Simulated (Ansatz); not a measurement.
L1₂ (Cu3Au-type) Pt3Ti

The numbers are results of PBE in Ansatz (plane waves, PAW), not measurements.

Run with plane-wave cutoff 520 eV, 14×14×14 k mesh, Fermi–Dirac smearing 0.05 eV, no spin polarisation, scalar-relativistic PAW data made under PBE.

Cell: relaxed at this level.

equilibrium volume per atom: 15.38 Å³/atom
bulk modulus B0: 235 GPa
lattice parameter a: 3.948 Å
band gap: zero (no gap)
pressure derivative B′ of the bulk modulus: 5.1

Measured, for comparison: equilibrium volume per atom 15.01 Å³/atom, lattice constant a 3.916 Å (temperature not stated, not corrected to a static lattice; as tabulated in Molecular Dynamics Simulations of PtTi High-Temperature Shape Memory Alloys …). Computed (rounded) less measured: equilibrium volume per atom +2.5 %, lattice constant a +0.8 %.

Spin–orbit coupling is not included.

Computed values are for the static lattice.

Ansatz is a first-principles code.
